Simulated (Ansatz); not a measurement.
Input and output of a self-consistent single point for Ba (Im-3m, 1 atom in the cell) (Ansatz, a program for electronic structure).

Method of the run: PBE, PAW files (plane waves; Ansatz).

```xyz
1
Lattice="-2.5476 2.5476 2.5476 2.5476 -2.5476 2.5476 2.5476 2.5476 -2.5476" Properties=species:S:1:pos:R:3 pbc="T T T"
Ba     0.0000     0.0000     0.0000
```

Reference input (self-consistent single point, DFT, PBE, plane waves, PAW files): basis.ecutwfc = 420 eV; kpoints.mp_grid.grid = 6 6 6; hamiltonian.xc = pbe; hamiltonian.pseudopotentials = {kind: paw} (an earlier, softer set of the program's PAW files); scf.occupations.method = gaussian; scf.occupations.width = 0.1 eV. This run's input differs from it in these lines:

Ansatz 0.2 input:
```diff
@@ -10,3 +10,3 @@
 kpoints:
-  mp_grid: { grid: [6, 6, 6] }
+  mp_grid: { grid: [9, 9, 9] }
 hamiltonian:
```

Output, abridged:

```
SCF iter   1: F=—  HF=-5949.692231 eV  |F-HF|=—  |Δ(HF+E_count)|=         —  Δρ=4.58e-3  dr2=9.92e-3  ethr=3.10e-3  ⟨swp⟩=7.2  Hψ=2880  notcnv=0
all-band conjugate gradients solve this SCF's bands
preconditioner: auto → Kerker (q_TF=auto, 1.991 Å⁻¹)
SCF iter   2: F=—  HF=-5949.696131 eV  |F-HF|=—  |Δ(HF+E_count)|=   3.90e-3  Δρ=2.80e-3  dr2=4.28e-3  ethr=9.92e-5  ⟨swp⟩=1.0  Hψ=595  notcnv=0
SCF iter   3: F=—  HF=-5949.699549 eV  |F-HF|=—  |Δ(HF+E_count)|=   3.42e-3  Δρ=4.65e-4  dr2=1.85e-4  ethr=4.28e-5  ⟨swp⟩=2.9  Hψ=462  notcnv=0
SCF iter   4: F=—  HF=-5949.699669 eV  |F-HF|=—  |Δ(HF+E_count)|=   1.20e-4  Δρ=7.05e-5  dr2=5.47e-6  ethr=1.85e-6  ⟨swp⟩=2.9  Hψ=462  notcnv=0
SCF iter   5: F=—  HF=-5949.699668 eV  |F-HF|=—  |Δ(HF+E_count)|=   1.14e-6  Δρ=3.18e-5  dr2=9.78e-7  ethr=5.47e-8  ⟨swp⟩=2.9  Hψ=496  notcnv=0
SCF iter   6: F=-5949.699668 eV  HF=-5949.699668 eV  |F-HF|=4.82e-9  |Δ(HF+E_count)|=   3.15e-8  Δρ=9.22e-6  dr2=9.12e-8  ethr=1.00e-9  ⟨swp⟩=4.0  Hψ=1633  notcnv=0
SCF 1 converged in 6 iterations: F = -5949.699668 eV  dr2 = 9.12e-8
Free energy (F): -5949.699668 eV
Internal energy: -5949.692661 eV  (E = F + TS)
E sigma→0 (E₀):  -5949.696165 eV
Entropy (-TS):   -0.007007 eV (-7.007 meV/atom)
Fermi energy:    5.505085 eV
--- Forces (eV/Å), atoms counted from 1 ---
  atom   1  Ba     0.00000000    -0.00000000     0.00000000
--- Stress (GPa, compression-positive) ---
       -0.350147      -0.000000      -0.000000
       -0.000000      -0.350147       0.000000
       -0.000000       0.000000      -0.350147
  P = ⅓ Tr σ = -0.3501 GPa (-3.501 kbar)
  The stress holds the Pulay correction. Without it, at fixed plane waves, as pw.x and ABINIT print it: P = -0.3544 GPa
```

The run converged in 6 iterations. Against the reference run the free energy falls by 5.1 meV/atom and the pressure moves little (-0.27 to -0.35 GPa).

The starting cell has typed, rounded lattice constants, without a prior relaxation at this level. Its lattice was rescaled by a random factor within 2.5 % of one. Ansatz's pressure includes its estimate of the finite-basis (Pulay) stress.
